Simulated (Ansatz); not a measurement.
Electronic density of states of amorphous Ga$_{26}$O$_{36}$, density 5.05 g/cm³, on a 2×2×2 Γ-centred mesh with a Gaussian width of 0.1 eV; energies count from the Fermi level. Cell and mesh are small, so fine structure isn't converged. Method: PBE, scalar-relativistic without spin-orbit coupling (plane waves to 420 eV, PAW; Ansatz, a quantum-chemistry and plane-wave program). Sampling: a 2×2×2 Γ-centred mesh; Fermi-Dirac width 0.02 eV; no spin polarisation. The usual formal charges leave 6 electrons over, so the level spacing at the Fermi energy parts defect or band states and needn't be the band gap. The spare electrons fill defect levels or the bottom of the conduction band, and the levels at the Fermi energy are partly filled.

A CHGNet melt-quench gave the starting glass, which DFT then relaxed. O atoms were pushed apart under 1.9 Å during the dynamics, to hinder bonds among them. The hot cell started wider than the set density and was brought back towards it in steps. It is the lowest in DFT energy of 2 quenches. It is a model cell: composition and starting density were chosen by hand, and all elements were melted together. No dispersion term was used. Its density started from a set value of 5.17 and ended at 5.05 g/cm³. The simulated quench (nominally 280 K/ps over its main leg) is rapid and tends to freeze in more defects than a deposited or slowly cooled glass has. One small periodic cell is one sample of the glass; other quenches scatter about these values. The volume was free in the relaxation, at fixed shape. Stress components on the final sampling reach 2.2 GPa. On a 2×2×2 Γ-centred mesh force components of up to 0.21 eV/Å stay, since the relaxation ran on the zone centre alone.

```csv
E - EF (eV),states/(eV atom)
-12.00,0.00
-11.90,0.00
-11.80,0.00
-11.70,0.00
-11.60,0.00
-11.50,0.00
-11.40,0.00
-11.30,0.00
-11.20,0.00
-11.10,0.00
-11.00,0.00
-10.90,0.00
-10.80,0.00
-10.70,0.00
-10.60,0.00
-10.50,0.00
-10.40,0.00
-10.30,0.00
-10.20,0.00
-10.10,0.00
-10.00,0.00
-9.90,0.00
-9.80,0.03
-9.70,0.15
-9.60,0.28
-9.50,0.30
-9.40,0.30
-9.30,0.38
-9.20,0.40
-9.10,0.34
-9.00,0.32
-8.90,0.36
-8.80,0.41
-8.70,0.42
-8.60,0.35
-8.50,0.35
-8.40,0.34
-8.30,0.32
-8.20,0.32
-8.10,0.31
-8.00,0.29
-7.90,0.29
-7.80,0.28
-7.70,0.24
-7.60,0.25
-7.50,0.31
-7.40,0.35
-7.30,0.40
-7.20,0.44
-7.10,0.46
-7.00,0.44
-6.90,0.46
-6.80,0.46
-6.70,0.48
-6.60,0.46
-6.50,0.48
-6.40,0.55
-6.30,0.58
-6.20,0.60
-6.10,0.58
-6.00,0.59
-5.90,0.59
-5.80,0.61
-5.70,0.60
-5.60,0.58
-5.50,0.63
-5.40,0.61
-5.30,0.64
-5.20,0.65
-5.10,0.66
-5.00,0.72
-4.90,0.70
-4.80,0.65
-4.70,0.65
-4.60,0.65
-4.50,0.67
-4.40,0.79
-4.30,0.87
-4.20,0.81
-4.10,0.80
-4.00,0.93
-3.90,0.96
-3.80,0.91
-3.70,0.83
-3.60,0.76
-3.50,0.77
-3.40,0.72
-3.30,0.69
-3.20,0.42
-3.10,0.20
-3.00,0.07
-2.90,0.04
-2.80,0.15
-2.70,0.12
-2.60,0.02
-2.50,0.00
-2.40,0.00
-2.30,0.00
-2.20,0.00
-2.10,0.00
-2.00,0.00
-1.90,0.00
-1.80,0.02
-1.70,0.08
-1.60,0.12
-1.50,0.08
-1.40,0.02
-1.30,0.01
-1.20,0.02
-1.10,0.01
-1.00,0.00
-0.90,0.00
-0.80,0.01
-0.70,0.03
-0.60,0.03
-0.50,0.02
-0.40,0.02
-0.30,0.03
-0.20,0.03
-0.10,0.06
0.00,0.08
0.10,0.06
0.20,0.08
0.30,0.09
0.40,0.06
0.50,0.05
0.60,0.11
0.70,0.14
0.80,0.13
0.90,0.08
1.00,0.07
1.10,0.12
1.20,0.14
1.30,0.14
1.40,0.14
1.50,0.16
1.60,0.15
1.70,0.12
1.80,0.18
1.90,0.24
2.00,0.24
2.10,0.22
2.20,0.23
2.30,0.28
2.40,0.27
2.50,0.34
2.60,0.41
2.70,0.36
2.80,0.32
2.90,0.34
3.00,0.33
3.10,0.33
3.20,0.32
3.30,0.39
3.40,0.37
3.50,0.33
3.60,0.33
3.70,0.36
3.80,0.31
3.90,0.26
4.00,0.26
4.10,0.28
4.20,0.26
4.30,0.25
4.40,0.26
4.50,0.29
4.60,0.32
4.70,0.33
4.80,0.34
4.90,0.33
5.00,0.32
5.10,0.36
5.20,0.37
5.30,0.37
5.40,0.40
```
